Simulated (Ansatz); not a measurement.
Defect migration in fcc Al: Zn-vacancy pair (Zn on one host Al site, one Al site vacant), neutral cell. These are PBE, PAW (plane waves to 420 eV; Ansatz, an electronic-structure program) values and carry that method's errors.

32-site cell at the relaxed PBE lattice, a 4×4×4 k-point mesh shifted by half a step, smearing 0.10 eV, spin-restricted, no finite-size correction. No zero-point or tunnelling terms. Forms of the defect that were not tried may lie lower.

Barriers: single points on a 6×6×6 k-point mesh shifted by half a step at the bands' geometries.

The step: a nearby Al atom hops onto the vacant site (Zn-vacancy distance between ideal sites 2.86 → 5.72 Å). Atoms about the jump, Cartesian Å from the middle of the jump, before and after:

| atom | x0 | y0 | z0 | x1 | y1 | z1 |
|---|---|---|---|---|---|---|
| Al1 | 0.00 | 0.98 | 0.98 | 0.00 | -0.98 | -0.98 |
| Al2 | 2.00 | 0.98 | -1.02 | 2.00 | 1.01 | -0.99 |
| Al3 | -2.00 | 0.98 | -1.02 | -2.00 | 1.01 | -0.99 |
| Al4 | -2.00 | -1.02 | 0.98 | -2.00 | -0.98 | 1.01 |
| Al5 | 2.00 | -1.02 | 0.98 | 2.00 | -0.99 | 1.01 |
| Al6 | 0.00 | 3.03 | -1.02 | 0.00 | 3.00 | -0.98 |
| Al7 | 0.00 | -1.02 | 3.03 | 0.00 | -0.98 | 3.00 |
| Al8 | 0.00 | 0.98 | -3.02 | 0.00 | 1.01 | -3.03 |
| Al9 | 0.00 | -3.02 | 0.98 | 0.00 | -3.03 | 1.01 |
| Zn10 | 0.00 | -2.99 | -2.99 | 0.00 | -3.03 | -3.03 |

### Question
Where do these atoms stand at the saddle point, and how high is it?

### Answer

```tsv
atom	x	y	z
Al1	0.00	-0.02	-0.02
Al2	2.17	1.05	-1.06
Al3	-2.17	1.05	-1.06
Al4	-2.17	-1.06	1.04
Al5	2.17	-1.06	1.04
Al6	0.00	2.95	-0.97
Al7	0.00	-0.97	2.95
Al8	0.00	0.98	-2.98
Al9	0.00	-2.98	0.98
Zn10	0.00	-3.01	-3.01
```
It lies 0.58 eV above the start and 0.54 eV above the end. The saddle point's order was not checked, and it lies on a symmetry element of the cell, where a band can be held.
